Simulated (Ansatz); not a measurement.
**What 4 layers does to Eu**

Take Eu in the bcc (W type) structure (space group Im-3m, No. 229; a = 4.450 Å; ferromagnetic) as the base. Axes: x, y, z lie along the cube axes.

One thing is altered: a free-standing slab of 4 layers (4 atoms, 1 a layer) is cut normal to [110], with 15 Å of vacuum and the in-plane cell held at bulk.

Calculations: Ansatz (a first-principles code) r2SCAN, no spin-orbit coupling, earlier PAW set. Settings: 13×13×1 k-points, 0.05 eV Fermi–Dirac smearing, for the changed cell.

```tsv
quantity	base	changed	shift
layer's space group (with vacuum)	–	Cmme (No. 67)	–
shortest interatomic distance	3.854 Å	3.766 Å	-0.0873 Å
band gap	zero	zero	–
magnetic state	ferromagnetic	ferromagnetic	–
largest site moment	7.32 μB	7.31 μB	-0.004 μB
excess energy per area of both faces (slab less bulk energy over the cell's area: twice a surface energy) (uncertain by up to 0.05 J/m²)	–	1.03 J/m²	–
change of the spacing d12 from its bulk value of 3.147 Å	–	-3.4 %	–
change of the spacing d23 from its bulk value of 3.147 Å	–	+1.8 %	–
```

Final structure:

```
Eu
1.0
    3.85377     0.00000     0.00000
   -1.28459     3.63337     0.00000
    0.00000     0.00000    24.43976
Eu
4
Direct
  0.25000   0.25000   0.31013
  0.75000   0.75000   0.43448
  0.25000   0.25000   0.56552
  0.75000   0.75000   0.68987
```

The magnetic state is the one reached from the starting moments; the real material's order can differ, and small cells can't hold many antiferromagnetic ones. The state of the 4f shell was not checked for lower solutions. Slab and bulk use different k-meshes, which limits the precision of the excess energy. No phonon test of stability was made.
